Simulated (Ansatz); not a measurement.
# What uniaxial stress, 3 GPa compression along z does to GaSb

Take GaSb in the zinc blende structure (space group F-43m, No. 216; a = 6.1335 Å) as the base. Axes: x, y, z lie along the cube axes.

Now apply this change: uniaxial stress, 3 GPa compression along z, with the cell and atoms free to relax against it.

Level of theory: Ansatz (a program for electronic structure), r2SCAN, PAW, cutoff 500 eV, spin-orbit coupling left out, earlier PAW set. k-mesh 13×13×13 (Γ-centred); smearing 0.05 eV (Fermi–Dirac).

```tsv
quantity	base	changed	shift
volume per atom	28.84 Å³	28.30 Å³	-0.54 Å³
shortest interatomic distance	2.656 Å	2.642 Å	-0.014 Å
energy relative to the base (free energy F)	0 meV/atom	+15 meV/atom	+15 meV/atom
band gap	0.41 eV	0.27 eV	-0.14 eV
gap character	direct at Γ	direct at Γ	–
valence-band top at Γ (three highest levels, from the VBM)	0.00, 0.00, 0.00 eV	0.00, -0.39, -0.39 eV	–
strain response (xx, yy, zz)	–	(+1.69, +1.69, −5.11) %	–
```

Cost of the whole job for the changed cell (relaxation, final SCF and bands): around 5 core-minutes (rough).

Spin-orbit coupling, missing from the scalar runs, can matter with Sb. Stability under load was not tested beyond the relaxation. A zero or small gap of GaSb under uniaxial stress, 3 GPa compression along z can be the functional's error rather than a property of the material. k-point labels follow each cell's own Brillouin zone.
